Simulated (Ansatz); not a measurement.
The cell is built on a prototype and need not be the phase stable at ambient conditions.

By PBEsol, the system below comes out a metal.

Given:

```yaml
crystal:
  lattice:
    - [2.81109, 0.00000, 0.00000]
    - [0.00000, 2.81109, 0.00000]
    - [1.40554, -1.40554, 4.54929]
  atoms:
    - { symbol: Y, position: [0.00000, 0.00000, 0.00000] }
    - { symbol: B, position: [0.71474, 0.28526, 0.57052] }
    - { symbol: B, position: [0.28526, 0.71474, 0.42948] }
```

Space group of this cell: I4/mmm. The cell was relaxed by PBE-D3(BJ); by PBEsol its mean pressure is 0.5 GPa.

The current flows along the normal of the first two printed cell vectors. No spin-orbit coupling; the value is a mean over 0.1 eV about the Fermi level.

Q: State the ballistic conductance per area according to Ansatz (an electronic-structure program) with PBEsol.

A: 0.58 × 10¹⁵ S/m² for both spins.
